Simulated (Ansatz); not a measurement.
Data:

```xyz
3
Lattice="3.1876 0.0000 0.0000 -1.5938 2.7605 0.0000 0.0000 0.0000 4.4883" Properties=species:S:1:pos:R:3 pbc="T T T"
Sn     0.0000     0.0000     0.0000
O      0.0000     1.8404     0.9897
O      1.5938     0.9202     3.4986
```

No spin polarisation.

Computed with r2SCAN+rVV10 (Ansatz, a program for electronic structure; PAW; 500 eV plane waves; without spin-orbit coupling). k-mesh 12×12×7 (Γ-centred); smearing 0.05 eV (Fermi–Dirac).

Q: Predict the electron mass, band gap and smallest direct gap.

A: 
* **Electron mass**: 0.37 mₑ along c, 0.26 mₑ across (at Γ)
* **Band gap**: 2.52 eV
* **Smallest direct gap**: 2.59 eV

Masses are band curvatures over ±0.01 Å⁻¹ around the edge. Whether these cells are dynamically stable was not tested. The cell was made from SnSe2 by this change: Se → O; the result is a hypothetical phase, not in the database extracts checked.
